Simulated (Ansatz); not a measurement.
Consider Au in the fcc (Cu type) structure (space group Fm-3m, No. 225; a = 4.0833 Å).

All numbers come from DFT with PBEsol, PAW potentials and a 420 eV plane-wave cutoff in Ansatz (a program for electronic structure), no SOC, earlier PAW set.

One change was made to it. Results:

The shortest interatomic distance decreases by 0.0038 Å (2.887 Å → 2.884 Å); the density rises by 0.076 g/cm³, from 19.22 g/cm³ to 19.29 g/cm³.

### Question
Which of these changes matches the shifts?
(A) pressure 7.5 GPa
(B) pressure 0.7 GPa
(C) pressure 3 GPa
(D) pressure 10 GPa
(E) pressure 0.3 GPa

### Answer
B, pressure 0.7 GPa. For comparison, the density in the other runs: pressure 3 GPa gives 19.53 g/cm³; pressure 7.5 GPa gives 19.97 g/cm³; pressure 0.3 GPa gives 19.25 g/cm³; pressure 10 GPa gives 20.20 g/cm³.

Load acts through the strain it causes; cell and atoms are relaxed under it. Whether these cells are dynamically stable was not tested. No other phases were tried under pressure.
